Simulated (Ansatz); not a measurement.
Take GaN in the wurtzite structure (space group P6_3mc, No. 186; a = 3.183 Å, c = 5.185 Å) as the base.

The values are results of Ansatz (an electronic-structure program) PBEsol, no spin-orbit coupling, not measurements.

Before the change:

- Valence-band top at Γ: 0.00, 0.00, -0.04 eV
- Lattice parameter a: 318.3 pm
- Gap character: direct at Γ

Perturbation: every Ga is replaced by Al; the structure is relaxed again.

Tabulated Pauling electronegativity and covalent radius: Ga 1.81, 1.22 Å; Al 1.61, 1.21 Å.

Question: What does the calculation give for the valence-band top at Γ, lattice parameter a and gap character after the change?

Answer: The valence-band top at Γ (three highest levels, from the VBM) goes from 0.00, 0.00, -0.04 eV to 0.00, -0.22, -0.22 eV; the lattice parameter a shrinks by 6.9 pm to 311.4 pm; the gap character is still direct at Γ.

Whether these cells are dynamically stable was not tested.
